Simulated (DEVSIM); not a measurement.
Structure: illuminated Si n-on-p cell, one wavelength, at 350 K.

```
layer (left to right)  material  thickness (μm)  Nd (cm⁻³)  Na (cm⁻³)  τn (s)  τp (s)  absorption coefficient (cm⁻¹)
---------------------  --------  --------------  ---------  ---------  ------  ------  -----------------------------
1                            Si           0.290       9e17          -    2e-7  9.5e-8                            260
2                            Si            54.0          -     6.8e16  1.2e-6  1.2e-6                            260
```

Left contact: ohmic, minority hole recombination velocity 200 cm/s. Right contact: ohmic, minority electron recombination velocity 10 cm/s. Voltage is applied to the left contact. Recombination: SRH at mid-gap, radiative, Auger. Gap narrowing is on: ΔEg = 6.92 meV × (l + √(l² + 0.5)), l = ln(N/1.3e17 cm⁻³), shared equally by both band edges. Light enters at the left, 1e18 photons cm⁻² s⁻¹, one pass, no reflection. Mobility is μmin + (μ − μmin)/(1 + (N/Nref)^α).

Constants are typed, rounded textbook-type inputs, not results; the design itself was drawn at random and stands for no fabricated device. Values at 300 K; Nc and Nv go as T^1.5, mobilities as T to minus their exponent, the gap by Varshni's rule with the affinity fixed.

| parameter | Si |
|---|---|
| gap (eV) | 1.124 |
| affinity (eV) | 4.05 |
| permittivity | 11.7 |
| Nc (cm⁻³) | 2.86e19 |
| Nv (cm⁻³) | 3.1e19 |
| μn (cm²/Vs) | 1417 |
| μp (cm²/Vs) | 470 |
| μn,min | 52 |
| μp,min | 45 |
| Nref,n | 9.7e16 |
| Nref,p | 2.2e17 |
| αn | 0.68 |
| αp | 0.72 |
| T exponent of μn | 2.3 |
| T exponent of μp | 2.2 |
| B (cm³/s) | 4.7e-15 |
| Cn (cm⁶/s) | 2.8e-31 |
| Cp (cm⁶/s) | 9.9e-32 |
| Varshni α (eV/K) | 0.000473 |
| Varshni β (K) | 636 |

Model (solved in DEVSIM): 1D drift-diffusion, Boltzmann statistics, complete ionisation; no tunnelling, impact ionisation, image-force lowering or self-heating.

Base results: open-circuit voltage (V) 0.548; dark forward voltage at 1 A/cm² (V) 0.623; largest power (mW/cm²) 39.8; dark forward voltage at 100 A/cm² (V) 0.828.

Question: What follows from this one change: temperature 350 → 400 K?

Answer: open-circuit voltage 0.548 → 0.440 V; dark forward voltage at 1 A/cm² 0.623 → 0.527 V; largest power 39.8 → 28.7 mW/cm²; dark forward voltage at 100 A/cm² 0.828 → 0.764 V.

Question: What follows from this one change: recombination velocity at the right contact 10 → 1e+07 cm/s?

Answer: open-circuit voltage 0.548 → 0.528 V; dark forward voltage at 1 A/cm² 0.623 → 0.610 V; largest power 39.8 → 28.6 mW/cm²; dark forward voltage at 100 A/cm² 0.828 → 0.790 V.

Question: What follows from this one change: constant mobility in place of the doping-dependent one?

Answer: open-circuit voltage little changed (0.547 V); dark forward voltage at 1 A/cm² 0.623 → 0.619 V; largest power 39.8 → 43.8 mW/cm²; dark forward voltage at 100 A/cm² 0.828 → 0.820 V.
